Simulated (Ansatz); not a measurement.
The starting structures come from a database of crystals and need not be the phases stable at ambient conditions.

 Where the default PAW files enter, the runs use the earlier of Ansatz's two default sets.

By LDA, the system below comes out a metal.

Data:

```yaml
crystal:
  lattice:
    - [2.90561, 0.00000, 0.00000]
    - [-1.45280, 2.51633, 0.00000]
    - [1.45280, 0.83878, 2.37242]
  atoms:
    - { symbol: Ti, position: [0.00000, 0.00000, 0.00000] }
```

Space group of this cell: Fm-3m, fcc (Cu type). The cell is taken as given; by LDA its mean pressure is -8.5 GPa.

The current flows along the normal of the first two printed cell vectors, the (111) plane of the conventional cell. No spin-orbit coupling; the value is a mean over 0.1 eV about the Fermi level.

Question: State the ballistic conductance per area according to LDA run with Ansatz (a first-principles code).

Answer: 1.4 × 10¹⁵ S/m² for both spins.
